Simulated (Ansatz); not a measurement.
Cs: energy against volume

Cs (bcc, Im-3m, 116.943 Å³/atom and stress up to 0.01 GPa in the relaxed cell, cube axes along x, y and z) under an equal strain ε along all three axes. PBE in Ansatz, a plane-wave DFT program (PAW, default set), 420 eV, 15×15×15 Γ-centred mesh, Fermi-Dirac smearing 0.10 eV.

Here V stands for volume and E for E less E0.

| volume (Å³/atom) | E less E0 (meV/atom) | pressure (GPa) |
|---|---|---|
| 110.0655 | 2.53 | 0.13 |
| 111.7588 | 1.37 | 0.09 |
| 113.4693 | 0.57 | 0.06 |
| 115.1973 | 0.12 | 0.03 |
| 116.9426 | 0.00 | 0.00 |
| 118.7056 | 0.20 | -0.03 |
| 120.4861 | 0.71 | -0.06 |
| 122.2844 | 1.52 | -0.08 |
| 124.1005 | 2.61 | -0.10 |
| 127.7864 | ? | ? |

### Question
Fit E against V with the third-order Birch-Murnaghan form, a cubic in V^(-2/3), and predict the withheld value at V = 127.7864.

### Answer
With u = V^(-2/3) - 0.0418, the rows have u = 0.0017411, 0.0013002, 0.0008659, 0.0004382, 0.0000169, -0.0003982, -0.0008071, -0.0012100, -0.0016069. Least squares gives E = 0.001 - 134.7·u + 919336·u² - 4560712·u³. Residuals (row less fit): 0.001, 0.000, -0.001, 0.002, 0.001, -0.001, -0.001, 0.002, 0.000; standard error 0.001 (degrees of freedom: 5). Its minimum lies at u = 0.0000733, so V0 = (0.0418733)^(-3/2) = 116.7. There d²E/du² = 1837000 and d³E/du³ = -2.736e7, so B0 = (4/9) × 116.7^(-7/3) × 1837000 × 0.160218 = 1.96 GPa (the last factor turns the table's units into GPa), and B0' = 4 + (2/3) × 0.0418733 × (-2.736e7)/1837000 = 3.6. B0' rests on the cubic coefficient alone and has a standard error of 0.1 from these residuals. At the withheld row, u = -0.0023836, so E = 0.001 - 134.7 × (-0.0023836) + 919336 × (-0.0023836)² - 4560712 × (-0.0023836)³ = 5.607 meV/atom. The calculation gives 5.62 meV/atom, 0.013 meV/atom above the prediction (0.2 % of the range of E in the table). The row lies outside the fitted rows, so this is an extrapolation. The scatter of the fitted rows lies at the last printed digit.

In a metal these values are sensitive to mesh and smearing; energies are taken to zero smearing, stresses follow the free energy. Other structures, which can take over under pressure, weren't tried. The same form fitted to the pressure column gives B0' = 3.5; series where the two differ by over 0.4 aren't shown. Rows are the converged runs of the series near zero and its far end, less any whose ions stayed unrelaxed beside relaxed ones; series whose fitted rows scatter by over a few per cent of the range, as at a crossing or softening among them, aren't shown in this form.
